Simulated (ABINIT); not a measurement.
A working ABINIT input for Sr₂Rh (Fm-3m, 3 atoms in the cell) (DFT, PBEsol, plane waves, norm-conserving pseudopotentials (PseudoDojo nc-sr-04 PBEsol standard)):

```
# Sr2Rh, PseudoDojo nc-sr-04 PBEsol standard
pp_dirpath "./"
pseudos "Sr.upf, Rh.upf"
acell 3*1.0 Angstrom
rprim
         0.0000000000    3.6509550000    3.6509550000
         3.6509550000   -0.0000000000    3.6509550000
         3.6509550000    3.6509550000   -0.0000000000
natom 3
ntypat 2
znucl 38 45
typat 1 1 2
xred
         0.7500000000    0.7500000000    0.7500000000
         0.2500000000    0.2500000000    0.2500000000
         0.0000000000    0.0000000000    0.0000000000
ecut 1197 eV
ixc -116133
occopt 6
tsmear 0.00999582
nband 25
kptopt 1
ngkpt 5 5 5
nshiftk 1
shiftk 0 0 0
nstep 50
toldfe 1.0e-09
prtwf 0
prtden 0
prtvol 1
enunit 1
```

The run converged in 20 iterations: free energy E − TS -5051.02 eV; Fermi level (on the code's own zero) 6.54 eV; pressure -1.33 GPa. Each of these slips is then made, one at a time:

(1)
```diff
+cellcharge -1
```

(2)
```diff
-znucl 38 45
+zion 38 45
```

Task: What happens in each case?

Result: 
(1) An unintended net charge. The run converged in 12 iterations without an error; against the sound input the pressure goes from -1.33 to 13.78 GPa.

(2) A keyword that the program does not know. The program stopped before any SCF iteration.
```
The array znucl MUST be initialized in the input file while this is not done.
Action: initialize znucl in your input file.
```

The starting cell comes from a database of computed structures (which also holds hypothetical and non-ambient phases and stackings), without a prior relaxation at this level. Spin polarisation is off.

Left out of this page: 3 runs of the series outside the window shown, repeating another row's setting, or not comparable.
